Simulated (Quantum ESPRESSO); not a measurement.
Quantum ESPRESSO run on TiOF (Pmmn, 6 atoms in the cell): self-consistent single point.

Method: vdW-DF, SSSP 1.1.2 efficiency (PBE) pseudopotentials (plane waves; Quantum ESPRESSO).

```
CELL_PARAMETERS angstrom
      3.05483     0.00000     0.00000
      0.00000     4.03532     0.00000
      0.00000     0.00000     6.50602
ATOMIC_POSITIONS crystal
  Ti 0.50000 0.00000 0.61202
  Ti 0.00000 0.50000 0.38798
  O  0.00000 0.00000 0.39811
  O  0.50000 0.50000 0.60189
  F  0.00000 0.00000 0.81331
  F  0.50000 0.50000 0.18669
```

Reference input (self-consistent single point, DFT, LDA (PZ), plane waves, GBRV 1.5 ultrasoft (LDA) pseudopotentials): ecutwfc = 50 Ry; ecutrho = 400 Ry; occupations = smearing; smearing = marzari-vanderbilt; degauss = 0.0036749 Ry; potentials = {Ti: ti_lda_v1.4.uspp.F.UPF, O: o_lda_v1.2.uspp.F.UPF, F: f_lda_v1.4.uspp.F.UPF}; K_POINTS = automatic 7 6 3 0 0 0; conv_thr = 1e-10 Ry; mixing_beta = 0.5. This run's input differs from it in these lines:

```diff
@@ -16,4 +16,4 @@
     ntyp = 3
-    ecutwfc = 50
-    ecutrho = 400
+    ecutwfc = 55
+    ecutrho = 440
     occupations = 'smearing'
@@ -21,2 +21,3 @@
     degauss = 0.0036749
+    input_dft = 'vdw-df'
 /
@@ -27,5 +28,5 @@
 ATOMIC_SPECIES
-Ti    47.8670  ti_lda_v1.4.uspp.F.UPF
-O     15.9990  o_lda_v1.2.uspp.F.UPF
-F     18.9984  f_lda_v1.4.uspp.F.UPF
+Ti    47.8670  ti_pbe_v1.4.uspp.F.UPF
+O     15.9990  O.pbe-n-kjpaw_psl.0.1.UPF
+F     18.9984  f_pbe_v1.4.uspp.F.UPF
 ATOMIC_POSITIONS bohr
```

Output (repeated stretches shortened):

```
     Self-consistent Calculation

     iteration #  1     ecut=    55.00 Ry     beta= 0.50

---- Real-time Memory Report at c_bands before calling an iterative solver
           322 MiB given to the printing process from OS
           110 MiB allocation reported by mallinfo(arena+hblkhd)
------------------

     negative rho (up, down):  2.309E-03 0.000E+00

     -----------------------------------------------
     Non-local corr. energy    =       0.77383071 Ry
     -----------------------------------------------

     total energy              =    -421.88096505 Ry
     estimated scf accuracy    <       0.67480332 Ry

   [... lines left out ...]
     -----------------------------------------------

     total energy              =    -422.17234936 Ry
     estimated scf accuracy    <          4.2E-10 Ry

     iteration # 14     ecut=    55.00 Ry     beta= 0.50

---- Real-time Memory Report at c_bands before calling an iterative solver
           409 MiB given to the printing process from OS
           146 MiB allocation reported by mallinfo(arena+hblkhd)
------------------

     negative rho (up, down):  1.281E-03 0.000E+00

     -----------------------------------------------
     Non-local corr. energy    =       0.77997478 Ry
     -----------------------------------------------
     End of self-consistent calculation

     the Fermi energy is     7.6319 ev

!    total energy              =    -422.17234936 Ry
     estimated scf accuracy    <          3.9E-12 Ry
     smearing contrib. (-TS)   =       0.00001793 Ry
     internal energy E=F+TS    =    -422.17236729 Ry

      -> PAW hartree energy AE =      54.32760728 Ry
      -> PAW hartree energy PS =     -54.06872260 Ry
      -> PAW xc energy AE      =     -34.91008184 Ry
      -> PAW xc energy PS      =      14.85749492 Ry
      -> total E_H with PAW    =     164.20749331 Ry
      -> total E_XC with PAW   =     -91.61579318 Ry

     convergence has been achieved in  14 iterations

     negative rho (up, down):  1.281E-03 0.000E+00

     -----------------------------------------------
     Non-local corr. energy    =       0.77997478 Ry
   [... lines left out ...]
     Total force =     0.017761     Total SCF correction =     0.000005
   [... lines left out ...]
     Non-local corr. energy    =       0.77997478 Ry
     -----------------------------------------------

          total   stress  (Ry/bohr**3)                   (kbar)     P=       26.86
   0.00032888   0.00000000   0.00000000           48.38        0.00        0.00
   0.00000000   0.00014525   0.00000000            0.00       21.37        0.00
   0.00000000   0.00000000   0.00007372            0.00        0.00       10.84

   JOB DONE.
```

The run converged in 14 iterations. Against the reference run the pressure goes from -10.33 to 2.69 GPa and the largest force goes from 0.731 to 0.288 eV/Å.

The starting cell comes from a database of computed structures (which also holds hypothetical and non-ambient phases and stackings), without a prior relaxation at this level. Spin polarisation is off, so a magnetic state, if there is one, cannot be reached.

Cost on one core of a shared machine: roughly 3 min.
